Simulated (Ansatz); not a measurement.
Results of HSE06 in Ansatz (PAW) for SrZrO3 (Imma, No. 74, 10 atoms in the cell; start mp-1080575; a measured phase of this formula has another space group).

Run with plane-wave cutoff 460 eV, 6×6×6 k mesh, Fermi–Dirac smearing 0.01 eV, scalar-relativistic PAW data made under PBE.

Cell (relaxed with PBEsol):

Space group Imma (No. 74); a = 5.796 Å, b = 8.135 Å, c = 5.813 Å, α = 90.00°, β = 90.00°, γ = 90.00°

| atom | site | symmetry | x | y | z |
|---|---|---|---|---|---|
| Sr | 4e | mm2 | 0.0000 | 0.2500 | 0.5119 |
| Zr | 4a | 2/m.. | 0.0000 | 0.0000 | 0.0000 |
| O | 4e | mm2 | 0.0000 | 0.2500 | 0.0853 |
| O | 8g | .2. | 0.2500 | 0.5472 | 0.2500 |
(The calculation used a cell of 10 atoms; values per cell refer to that cell.)

Problem. Estimate the band gap and smallest direct gap on the k points sampled that the calculation returns.

Solution. 
band gap: 5.19 eV (on the SCF k mesh)
smallest direct gap on the k points sampled: 5.34 eV

Note: cell and atoms aren't relaxed at this level (pressure 1.2 GPa).

Spin–orbit coupling is not included.

The computed numbers hold no vibrational or temperature effects.

A start named mp-… is a Materials Project structure, which need not be a measured phase.

Ansatz is a program for electronic structure.
